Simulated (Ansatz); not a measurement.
# WC: pressure series

Take WC (space group P-6m2, No. 187; a = 2.913 Å, c = 2.837 Å) as the base.

Cell and atoms are relaxed at each pressure.

Level of theory: plane-wave PAW DFT at the r2SCAN level (Ansatz, a first-principles code, 500 eV), no spin-orbit coupling, earlier PAW set.

Notes on the quantities. enthalpy: H = E + PV relative to the base's energy.

| variant | enthalpy | shortest interatomic distance |
|---|---|---|
| base | – | 2.200 Å |
| pressure −2 GPa | -0.13 eV/atom | 2.203 Å |
| pressure −1 GPa | -0.07 eV/atom | 2.202 Å |
| pressure 0.3 GPa | +0.02 eV/atom | 2.199 Å |
| pressure 0.7 GPa | +0.05 eV/atom | 2.199 Å |
| pressure 1.5 GPa | +0.10 eV/atom | 2.197 Å |
| pressure 3 GPa | +0.19 eV/atom | 2.195 Å |
| pressure 5 GPa | +0.32 eV/atom | 2.191 Å |
| pressure 7.5 GPa | +0.48 eV/atom | 2.187 Å |
| pressure 10 GPa | +0.64 eV/atom | 2.183 Å |

Load acts through the strain it causes; cell and atoms are relaxed under it. No phonon test of stability was made. No other phases were tried under pressure. The final runs are not spin-polarised.
